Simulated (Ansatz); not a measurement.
Base system: Li in the bcc (W type) structure (space group Im-3m, No. 229; a = 3.435 Å; relaxed with 0.1 eV smearing).

Calculations: Kohn–Sham DFT with the PBE functional, run in Ansatz (an electronic-structure program) with PAW and 420 eV plane waves, spin-orbit coupling left out.

For the base:

| Property | Value |
|---|---|
| Pressure | 0.0 GPa |

One thing is altered: the cell is scaled by 0.9850 in all directions, atoms relaxed at fixed cell.

Task: How does this affect the energy relative to the base and pressure?

Result: The energy increases by 1.9 meV/atom; the pressure goes from zero to 0.7 GPa.

The cells carry an imposed strain or load. Stability against distortions was not tested.
